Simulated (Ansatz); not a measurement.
# PBE-D3(BJ) against r2SCAN+rVV10: MoS2, biaxial strain −1.01 %, plane normal [001], relaxed out of plane

The parent structure is MoS2 in the 2H-MoS2 type structure (space group P6_3/mmc, No. 194; a = 3.1494 Å, c = 12.0903 Å; layered, stacked along the Cartesian z axis). Axes: x lies along a and z along c of the hexagonal cell.

(Cell as relaxed with PBE-D3(BJ).)

Levels (all Ansatz, a quantum-chemistry and plane-wave program, PAW): PBE-D3(BJ) (420 eV, without spin-orbit coupling); r2SCAN+rVV10 (500 eV, without spin-orbit coupling).

Each level relaxes its own structure.

| base | PBE-D3(BJ) | r2SCAN+rVV10 |
|---|---|---|
| volume per atom | 17.31 Å³ | 18.07 Å³ |
| lattice parameter a | 314.9 pm | 317.3 pm |
| band gap | 0.78 eV | 1.01 eV |

One thing is altered: biaxial strain −1.01 %, plane normal [001], relaxed out of plane (Cartesian); in-plane vectors clamped, the third vector and the atoms free.

| quantity | PBE-D3(BJ) | r2SCAN+rVV10 |
|---|---|---|
| valence-band top at Γ (three highest levels, from the VBM) | 0.00, -1.13, -1.35 eV | 0.00, -1.18, -1.40 eV |
| shift of the gap caused by the change | +0.02 eV | +0.05 eV |
| band gap | 0.80 eV | 1.06 eV |

PBE-D3(BJ)'s shift of the gap caused by the change lies 0.03 eV below r2SCAN+rVV10's; PBE-D3(BJ)'s band gap lies 0.26 eV below r2SCAN+rVV10's. Neither level is exact; r2SCAN+rVV10 is the comparison here, not a measurement.

No phonon test of stability was made.
